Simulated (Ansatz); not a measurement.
System: Si (P6₃/mmc, No. 194; start mp-165; another form than the element's usual one). Method: HSE06 (plane waves, PAW; Ansatz, a first-principles code).

Numerical settings: plane-wave cutoff 460 eV, 9×9×4 k mesh (along the axes of the cell as run), Fermi–Dirac smearing 0.01 eV, scalar-relativistic PAW data made under PBE.

The cell is the one relaxed with PBEsol. Conventional cell: a = 3.8247 Å, b = 3.8247 Å, c = 6.3240 Å, α = 90.00°, β = 90.00°, γ = 120.00°.

```
Si
1.0
    3.82469     0.00000     0.00000
   -1.91235     3.31228     0.00000
    0.00000     0.00000     6.32397
Si
4
Direct
  0.33333   0.66667   0.06300
  0.66667   0.33333   0.93700
  0.66667   0.33333   0.56300
  0.33333   0.66667   0.43700
```

Q: List the 9 lowest band energies at Γ above −25 eV (eV, relative to the valence band maximum), grouping those that round alike.

A: At Γ: -13.59, -11.04, -8.02, -1.67 (×2), -0.38, 0.00 (×2), 1.70.

Note: cell and atoms aren't relaxed at this level (pressure 0.4 GPa).

A start named mp-… is a Materials Project structure, which can be a computed phase never made.
